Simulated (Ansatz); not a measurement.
The parent structure is YOF (space group P4/nmm, No. 129; a cell from a computed database, its experimental status unchecked).

```yaml
crystal:
  lattice:
    - [3.81086, 0.00000, 0.00000]
    - [0.00000, 3.81086, 0.00000]
    - [0.00000, 0.00000, 5.42129]
  atoms:
    - { symbol: Y, position: [0.50000, 0.00000, 0.71138] }
    - { symbol: Y, position: [0.00000, 0.50000, 0.28862] }
    - { symbol: O, position: [0.00000, 0.00000, 0.50000] }
    - { symbol: O, position: [0.50000, 0.50000, 0.50000] }
    - { symbol: F, position: [0.50000, 0.50000, 0.00000] }
    - { symbol: F, position: [0.00000, 0.00000, 0.00000] }
```

Cartesian axes are those of the cell as printed.

The values are results of Kohn–Sham DFT with the PBEsol functional, run in Ansatz (a quantum-chemistry and plane-wave program) with PAW and 420 eV plane waves, spin-orbit coupling left out, not measurements.

Perturbation: every lattice vector is stretched by 2.31 %; the atoms relax in the strained cell.

### Question
Predict the stress tensor and what it implies for the stiffness.

### Answer
Stress of the strained cell less that of the base (GPa, compression positive):
```
  -8.19    0.00    0.00
   0.00   -8.19    0.00
   0.00    0.00   -7.41
```

Then B = −ΔP/(ΔV/V₀) with ΔV/V₀ = 0.0709 gives secant stiffness values (nonlinear terms included at this strain): B (at held cell shape, above the free-shape value) ≈ 112 GPa.

As a check, the harmonic strain energy −½ V₀ Δσ:ε is 23 meV/atom; the computed energy rise is 24 meV/atom.

Whether these cells are dynamically stable was not tested.
